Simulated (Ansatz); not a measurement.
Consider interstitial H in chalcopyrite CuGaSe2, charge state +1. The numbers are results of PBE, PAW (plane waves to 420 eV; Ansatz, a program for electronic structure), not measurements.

Cell of 64 host sites held at the relaxed PBE lattice; one k-point at (0.250, 0.250, 0.250); Fermi-Dirac width 0.05 eV, spin-restricted; finite-size errors left in. Energies are static. PBE gaps are too small, and in this host the defect's levels may merge with the bands. The charge state is imposed; whether it is stable for some Fermi level was not computed. Sites that were not tried may lie lower.

Barriers: single points on a 2×2×2 k-point mesh shifted by half a step at the bands' geometries.

The step: several atoms move together, H the farthest. Atoms about the jump, Cartesian Å from the middle of the jump, before and after:

```csv
atom,x0,y0,z0,x1,y1,z1
H1,2.00,0.64,0.01,-2.00,-0.64,-0.01
Se2,-1.48,-1.45,-0.78,-1.29,-1.63,-0.97
Se3,1.25,1.59,-0.97,1.46,1.41,-0.76
Ga4,-0.11,-0.11,-2.29,0.10,0.09,-2.29
Ga5,0.00,-2.86,0.62,0.10,-2.94,0.72
Cu6,-2.85,-0.01,0.64,-3.21,0.32,0.97
Cu7,3.20,-0.33,0.97,2.85,-0.01,0.64
Ga8,-0.11,2.94,0.72,-0.01,2.85,0.62
Se9,1.39,-1.41,2.07,1.42,-1.39,2.05
Se10,-1.45,1.37,2.04,-1.41,1.40,2.08
Cu11,-0.02,0.02,3.46,0.00,-0.02,3.47
Se12,1.41,-1.49,-3.63,1.43,-1.46,-3.64
Se13,-1.46,1.44,-3.62,-1.44,1.46,-3.61
```

Problem. Give the saddle-point geometry and the barrier.

Solution. 
| atom | x | y | z |
|---|---|---|---|
| H1 | -0.02 | -0.04 | -0.34 |
| Se2 | -1.29 | -1.28 | -0.71 |
| Se3 | 1.30 | 1.26 | -0.73 |
| Ga4 | 0.02 | 0.02 | -2.53 |
| Ga5 | 0.06 | -2.89 | 0.68 |
| Cu6 | -2.87 | 0.04 | 0.68 |
| Cu7 | 2.86 | -0.07 | 0.68 |
| Ga8 | -0.06 | 2.87 | 0.67 |
| Se9 | 1.42 | -1.41 | 2.09 |
| Se10 | -1.45 | 1.40 | 2.08 |
| Cu11 | -0.01 | 0.00 | 3.46 |
| Se12 | 1.46 | -1.53 | -3.69 |
| Se13 | -1.51 | 1.49 | -3.68 |
It lies 0.83 eV above the start and 0.83 eV above the end. The saddle point's order was not checked.
